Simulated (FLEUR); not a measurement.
Equation of state of hcp Hf (space group 194): energy against volume (FLEUR, PBE)

```
Hf
1.0
    3.13328     0.00000     0.00000
   -1.56664     2.71350     0.00000
    0.00000     0.00000     4.96021
Hf
2
Cartesian
  1.56664   0.90450   3.72015
  0.00000   1.80900   1.24005
```

Method of the run: PBE, all-electron FLAPW (FLEUR), scalar-relativistic valence (FLEUR). Settings: Kmax = 4.33 1/bohr; GmaxXC = 13 1/bohr; xcFunctional = pbe; jspins = 1; l_soc = F; mode = hist; fermiSmearingEnergy = 0.00183747 Htr; mesh (inpgen div1-3) = 21 21 12; inpgen gamma flag = true; Gmax = 13 1/bohr; numbands = 0; maxIterBroyd = 15; imix = Anderson; alpha = 0.05; precondParam = 0; minDistance = 1e-05 me/bohr^3. The cell above is the first row's. The rows scale it uniformly. In all rows fractional positions and the k mesh are held. E is the free energy at the stated smearing, counted from the lowest row.

| V (Å^3/atom) | E (meV/atom) |
|---|---|
| 21.0862 | 36.30 |
| 21.5446 | 16.75 |
| 22.0030 | 4.87 |
| 22.4614 | 0.00 |
| 22.9198 | 1.53 |
| 23.3782 | 8.91 |
| 23.8366 | 21.64 |
| 24.2950 | 39.26 |
| 24.7534 | ? |

Task: Using the third-order Birch-Murnaghan form, a cubic in V^(-2/3), estimate the missing E at V = 24.7534 from the other rows, showing the fit.

Result: With u = V^(-2/3) - 0.125, the rows have u = 0.006019, 0.004154, 0.002354, 0.000615, -0.001065, -0.002691, -0.004264, -0.005787. Least squares gives E = -0.157 - 417.2·u + 1090519·u² - 2478912·u³. Residuals (row less fit): 0.001, 0.000, -0.001, 0.002, 0.003, -0.001, -0.002, 0.001; standard error 0.002 (degrees of freedom: 4). Its minimum lies at u = 0.000191, so V0 = (0.125191)^(-3/2) = 22.58. There d²E/du² = 2178000 and d³E/du³ = -1.487e7, so B0 = (4/9) × 22.58^(-7/3) × 2178000 × 0.160218 = 108 GPa (the last factor turns the table's units into GPa), and B0' = 4 + (2/3) × 0.125191 × (-1.487e7)/2178000 = 3.4. At the withheld row, u = -0.007264, so E = -0.157 - 417.2 × (-0.007264) + 1090519 × (-0.007264)² - 2478912 × (-0.007264)³ = 61.366 meV/atom. The calculation gives 61.33 meV/atom, 0.036 meV/atom below the prediction (0.1 % of the range of E in the table). The row lies outside the fitted rows, so this is an extrapolation. From the scatter of the fitted rows alone, a prediction at this place has a standard error of 0.005 meV/atom, so the miss is 6.8 times that.

Carrying the step between the two nearest rows on in a straight line would have given 56.88, off by 4.45; series whose last step already gives the withheld value aren't shown. The scan was laid around a cell of about the measured size, scaled by a guess for this functional; axis ratios and inner coordinates come from that cell. The runs keep the symmetry of the cell, so they don't test it for distortions. Values depend on the basis (sphere radii, cutoffs, local orbitals), which need not be converged. Spin-orbit coupling is off. The shape of the cell and the inner coordinates aren't relaxed, so V0 and B0 belong to this uniform scaling; a relaxed crystal lies no higher in energy and is usually softer. Cutoffs and mesh are single choices, not tested for convergence of this quantity. Series with a scatter that would blur these digits, or in which a gap closes, are not shown. Nor are scans whose minimum lies at an end fitted in this form.

Terms beyond the fitted order, or numerical noise in single rows, can give a miss of this size; the table doesn't tell which.
